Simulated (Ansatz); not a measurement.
Start from In2O3 (space group P-3m1, No. 164; a = 3.419 Å, c = 6.094 Å; a hypothetical phase, not in the database extracts checked).

Now apply this change: cell and atoms relaxed at a pressure of 5 GPa.

Levels (all Ansatz, a program for electronic structure, PAW): PBEsol (420 eV, without spin-orbit coupling); PBEsol+SOC (420 eV, noncollinear with spin-orbit coupling).

The geometry is relaxed with PBEsol.

| Property | Value |
|---|---|
| PBEsol lowest conduction level above the VBM at special points | Γ 0.80 eV; A 3.02 eV; M 4.03 eV; L 4.47 eV |
| PBEsol pressure | 4.99 GPa |
| PBEsol gap character | indirect, K → Γ |

Question: How does going to PBEsol+SOC change the lowest conduction level above the VBM at special points, pressure and gap character?

Answer: The lowest conduction level above the VBM at special points goes from Γ 0.80 eV; A 3.02 eV; M 4.03 eV; L 4.47 eV to Γ 0.81 eV; A 3.02 eV; M 4.03 eV; L 4.46 eV; the pressure decreases by 0.066 GPa, from 4.99 GPa to 4.93 GPa; the gap character is still indirect, K → Γ.

Single points use the geometry relaxed with PBEsol. The spin-orbit shifts are approximate. Load acts through the strain it causes; cell and atoms are relaxed under it. Stability against distortions was not tested. Competing high-pressure phases were not computed. The base started in P3m1 and relaxed to P-3m1 at this level.
